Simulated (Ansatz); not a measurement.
# Hypothetical P4_2/mnm AlN, response to strain

Consider AlN (space group P4_2/mnm, No. 136; a = 5.2943 Å, c = 3.1090 Å; a hypothetical phase, not in the database extracts checked). Axes: x, y, z lie along a, b, c of the conventional cell.

Strains are applied to the cell and any free atomic positions relax.

All numbers come from PBEsol (Ansatz, a first-principles code), spin-orbit coupling left out.

Notes on the quantities. pressure: mean of the normal stresses, compression positive; energy relative to the base: free energy F.

| case | band gap | pressure | electron mass | shortest interatomic distance | energy relative to the base |
|---|---|---|---|---|---|
| base | 3.75 eV | 0.00 GPa | 0.34 mₑ along c, 0.32 mₑ across (at Γ) | 1.867 Å | 0 meV/atom |
| isotropic strain −0.93 % | 3.93 eV | 5.66 GPa | 0.37 mₑ along c, 0.34 mₑ across (at Γ) | 1.849 Å | +5.2 meV/atom |
| isotropic strain +2.23 % | 3.30 eV | -11.11 GPa | 0.30 mₑ along c, 0.28 mₑ across (at Γ) | 1.911 Å | (withheld) |
| uniaxial strain ε_yy = −4.86 % | 3.96 eV | (withheld) | 0.34 mₑ along x, 0.35 mₑ along y, 0.37 mₑ along z (at Γ) | 1.842 Å | +20 meV/atom |

What belongs in the blanks?


- isotropic strain +2.23 %, energy relative to the base: +27 meV/atom
- uniaxial strain ε_yy = −4.86 %, pressure: 8.98 GPa

Effective masses come from finite differences of ±0.01 Å⁻¹. Stability against distortions was not tested.
